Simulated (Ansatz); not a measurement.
Faces of Bi2Se3 in 1x1 cells, as slabs relaxed from ideal cuts; for each face the lowest of the symmetric, stoichiometric cuts and spin starts that were computed. The slabs keep the symmetry of their cuts; real faces may buckle, or reconstruct in larger cells. No spin-orbit coupling, no Hubbard U.

These are PBE with D3(BJ) dispersion (plane waves to 420 eV, PAW; Ansatz, a first-principles code) values and carry that method's errors.

```csv
face,cell area (Å²),outermost plane spacing of the ideal cut (Å),γ unrelaxed (J/m²),γ relaxed (J/m²),"ionisation potential, top face (eV)"
(0001),14.87,1.57,0.21,0.21,–
(10-11) (4 Bi–Se bonds formed; 6 Bi–Se bonds broke; Se ended outermost),39.60,0.68,1.36,0.74,4.69
(11-20),68.05,2.07,0.84,[?],[?]
```

Q: Complete the blanks.

A: 
- (11-20), γ relaxed (J/m²): 0.69
- (11-20), ionisation potential, top face (eV): 4.84
